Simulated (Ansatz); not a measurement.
For AlB2-type MgB2, rVV10 in Ansatz (PAW) gives:

```
Item                   Value
-------------------  -------
lattice constant a   3.074 Å
lattice parameter c  3.518 Å
```

Task: What does r²SCAN (Ansatz, a quantum-chemistry and plane-wave program, plane waves, PAW) give for the same quantities?

Result: 
- lattice constant a: 3.069 Å (decreases by 0.2 %)
- lattice parameter c: 3.511 Å (shrinks by 0.2 %)

For comparison: lattice constant a 3.083 Å (measured, 300 K, not corrected to a static lattice; as tabulated in Loa et al. (2002), arXiv:cond-mat/0206051); lattice parameter c 3.521 Å (measured, 300 K, not corrected to a static lattice; as tabulated in Loa et al. (2002), arXiv:cond-mat/0206051).

Changes are worked out from the printed values.

Unless a cell is named, each level is at its own relaxed cell (rVV10 9.60, r²SCAN 9.54 Å³/atom).

Ansatz's density-functional and Hartree–Fock values are scalar-relativistic unless marked +SOC, with PAW data made under PBE.
